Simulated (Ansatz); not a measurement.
The starting structures come from a database of crystals and need not be the phases stable at ambient conditions.

 Where the default PAW files enter, the runs use the earlier of Ansatz's two default sets.

Inside the gap of an insulator the Bloch states are evanescent, with a wavenumber k + iκ along the transport direction.

```
AlScCO
1.0
    3.24091     0.00000     0.00000
   -1.62046     2.80671     0.00000
    0.00000     0.00000    10.17230
Sc Al C O
2 2 2 2
Direct
  0.66667   0.33333   0.80386
  0.33333   0.66667   0.30386
  0.00000   0.00000   0.52044
  0.00000   0.00000   0.02044
  0.33333   0.66667   0.94225
  0.66667   0.33333   0.44225
  0.00000   0.00000   0.69676
  0.00000   0.00000   0.19676
```

Space group of this cell: P6_3mc. The cell is taken as given; by r2SCAN its mean pressure is 0.6 GPa.

Transport runs along the normal of the first two printed cell vectors, the (001) plane of the conventional cell.

The gap is the functional's own, uncorrected, and κ follows it; spin-orbit coupling is left out. Mid-gap values are interpolated between the computed energies.

Question: Give the band gap and the smallest decay constant κ at mid-gap that r2SCAN (Ansatz, an electronic-structure program) yields.

Answer: Gap 1.50 eV on a 12×12×4 mesh; κ = 0.303 1/Å, at the zone centre.
